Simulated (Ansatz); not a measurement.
Start from PbSe in the rock salt structure (space group Fm-3m, No. 225; a = 6.178 Å). Axes: x, y, z lie along the cube axes.

Method: Ansatz (an electronic-structure program) r2SCAN, no spin-orbit coupling.

For the base:

```
Item                             Value
-----------------------------  -------
Band gap                       0.66 eV
Shortest interatomic distance  3.089 Å
```

Perturbation: tensile biaxial strain of 1.26 % in the plane normal to [001], as in epitaxy on a mismatched substrate; the out-of-plane cell vector and the atoms relax.

### Question
Predict the new band gap.

### Answer
The band gap goes up by 0.063 eV (0.66 eV → 0.73 eV).

### Question
What does the calculation give for the energy relative to the base after the change?

### Answer
The energy goes up by 3.8 meV/atom.

### Question
What happens to the ratio −ε⊥/ε∥?

### Answer
The ratio −ε⊥/ε∥ amounts to 0.21.

### Question
Estimate the effect on the shortest interatomic distance.

### Answer
The shortest interatomic distance falls by 0.008 Å, from 3.089 Å to 3.081 Å.

With Pb present, leaving out spin-orbit coupling can change the band edges. No phonon test of stability was made.
